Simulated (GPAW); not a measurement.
Band structure of Mg₆CuW (Amm2, 8 atoms in the cell).

```xyz
8
Lattice="4.8739 0.0000 0.0000 0.0000 3.0371 5.3665 0.0000 -3.0371 5.3665" Properties=species:S:1:pos:R:3 pbc="T T T"
Mg     2.4369     1.5299     4.5241
Mg     2.4369    -1.5299     4.5241
Mg     0.0000     1.4735     6.2993
Mg     0.0000    -1.4735     6.2993
Mg     0.0000     0.0000     3.4514
Mg     0.0000     0.0000     8.8359
Cu     2.4369     0.0000     1.7827
W      2.4369     0.0000     7.2151
```

Method of the run: PBEsol, GPAW PAW datasets PBEsol (made by gpaw-setup) (plane waves; GPAW 25.7.0).

Settings: mode = pw; ecut = 850 eV; xc = PBEsol; kpts = 3 3 3; mesh shift (steps) = 0 0 0; occupations.name = fermi-dirac; occupations.width = 0.136 eV; nbands = -16; convergence.density = 1e-05 e/electron; symmetry.symmorphic = false; symmetry.tolerance = 0.0005; maxiter = 120; bandpath_npoints = 40.

The starting cell comes from a database of computed structures (which also holds hypothetical and non-ambient phases and stackings), without a prior relaxation at this level. Its lattice was rescaled by a random factor within 2.5 % of one. Spin-orbit coupling is off. Spin polarisation is off.

Levels in eV from the Fermi level, bands 40 to 46:
```
point     40     41     42     43     44     45    46
-----  -----  -----  -----  -----  -----  -----  ----
Γ      -1.48  -1.12  -0.78  -0.53  -0.13   0.98  1.41
X      -0.94  -0.93   0.10   0.98   1.01   1.28  1.67
S      -0.79  -0.66   0.11   0.44   0.88   1.58  1.80
R      -1.33  -1.22  -0.54  -0.17   0.14   0.67  1.13
A      -0.60  -0.33  -0.33  -0.21  -0.08   0.54  2.28
Z      -0.87  -0.68  -0.66  -0.63  -0.56  -0.26  0.04
Y      -0.41  -0.23   0.23   0.70   0.82   1.85  1.86
X1     -0.94  -0.93   0.10   0.98   1.01   1.28  1.67
A1     -0.60  -0.33  -0.33  -0.21  -0.08   0.54  2.28
T      -1.62  -1.11  -0.21  -0.20   0.11   0.74  1.77
```

Bands cross the Fermi level along this path, so the cell is metallic at this level.
